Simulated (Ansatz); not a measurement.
MoTe2 on WTe2 (WTe2 trigonal-prismatic (1H), a metastable form; MoTe2 trigonal-prismatic (1H); with Te of the lower layer towards Te of the upper; facing atoms over hollows or bridges; layers strained to one cell), space group P3m1.

The geometry comes from a PBE+D3(BJ) relaxation.

```yaml
crystal:
  lattice:
    - [3.51016, 0.00000, 0.00000]
    - [-1.75508, 3.03989, 0.00000]
    - [0.00000, 0.00000, 28.34000]
  atoms:
    - { symbol: Te, position: [0.66667, 0.33333, 0.31468] }
    - { symbol: W, position: [0.33333, 0.66667, 0.37898] }
    - { symbol: Te, position: [0.66667, 0.33333, 0.44334] }
    - { symbol: Te, position: [0.33333, 0.66667, 0.55700] }
    - { symbol: Mo, position: [0.66667, 0.33333, 0.62102] }
    - { symbol: Te, position: [0.33333, 0.66667, 0.68499] }
```

All values below come from HSE06 (plane waves to 420 eV, PAW; Ansatz, an electronic-structure program). Scalar-relativistic, without spin–orbit coupling; the runs are not spin-polarised; with elements this heavy it can move edges by tenths of an eV. Its k-point mesh 9×9×1, Fermi–Dirac width 0.01 eV. HSE06 ran on meshes of its own (9×9×1); its edges and gaps are taken over the mesh and over extra points off it, mostly where PBE has its edges. A dipole correction is on.

Problem. List the levels next to the gap at (0.167, 0.167, 0.000) of this cell's own (folded) zone, from the top of the valence band (the table ends after a fixed count of bands, which can cut a degenerate set).

Solution. 
```json
[
 {"band": "v4", "E − E_v (eV)": "-1.390"},
 {"band": "v3", "E − E_v (eV)": "-1.219"},
 {"band": "v2", "E − E_v (eV)": "-0.902"},
 {"band": "v1", "E − E_v (eV)": "-0.743"},
 {"band": "c1", "E − E_v (eV)": "1.404"},
 {"band": "c2", "E − E_v (eV)": "1.871"},
 {"band": "c3", "E − E_v (eV)": "2.193"},
 {"band": "c4", "E − E_v (eV)": "2.362"}
]
```
